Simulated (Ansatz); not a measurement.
**Migration barriers: interstitial Ag in anatase TiO2, charge state +1**

System: interstitial Ag in anatase TiO2 (charge state +1). The numbers are results of PBE, PAW (plane waves to 420 eV; Ansatz, an electronic-structure program), not measurements.

Settings: 108 host sites, the relaxed PBE lattice, the Γ point alone, smearing 0.01 eV, spin-restricted, no image-charge correction. Static, classical nuclei. The charge state is imposed; whether it is stable for some Fermi level was not computed. Sites that were not tried may lie lower.

Barriers: single points on a 2×2×2 k-point mesh shifted by half a step at the bands' geometries (they differ from the bands' own by up to 0.12 eV, and are uncertain by about as much).

```
Route                        Start site over the lowest site run (eV)  Hop (Å)  Forward barrier (eV)  Backward barrier (eV)                   Neighbours at the start                  Neighbours at the saddle                         Saddle order  Forward, on the band's own sampling (eV)
---------------------------  ----------------------------------------  -------  --------------------  ---------------------  ----------------------------------------  ----------------------------------------  -----------------------------------  ----------------------------------------
one Ag atom jumps by itself                                      0.00     3.07                  0.80                   0.80  4 O at 2.21, 2 O at 2.85; 4 Ti at 2.82 Å  2 O at 2.13, 4 O at 2.38; 4 Ti at 2.66 Å  inconclusive, on a symmetry element                                      0.92
```

Paths come from CI-NEB runs.  A band can be held on a symmetry element, so unchecked saddle points there may be too high.
